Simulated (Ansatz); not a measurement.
CsSnI3 under a change: Cs → La

Take CsSnI₃ in the cubic perovskite structure (space group Pm-3m, No. 221; a = 6.271 Å) as the base.

Now apply this change: La takes the place of Cs on all its sites, then cell and atoms are relaxed.

The values are results of Kohn–Sham DFT with the PBE functional, run in Ansatz (a first-principles code) with PAW and 420 eV plane waves, no SOC, earlier PAW set, not measurements. Γ-centred 8×8×8 mesh, Fermi–Dirac width 0.05 eV, for the changed cell.

```csv
quantity,base,changed,shift
density,4.26 g/cm³,4.68 g/cm³,+0.42 g/cm³
lattice parameter a,6.271 Å,6.097 Å,-0.174 Å
space group,Pm-3m (No. 221),Pm-3m (No. 221),–
band gap,0.45 eV,zero,–
magnetic state,not spin-polarised,ferromagnetic,–
largest site moment,0.00 μB,1.10 μB,+1.10 μB
```

The magnetic state is the one reached from the starting moments; the real material's order can differ, and small cells can't hold many antiferromagnetic ones. Spin-orbit coupling, missing from the scalar runs, can matter with I. Whether these cells are dynamically stable was not tested. As relaxed here, LaSnI3 is a hypothetical phase, not in the database extracts checked. Many cubic perovskites are stable only at high temperature; tilts and polar distortions were not tested.
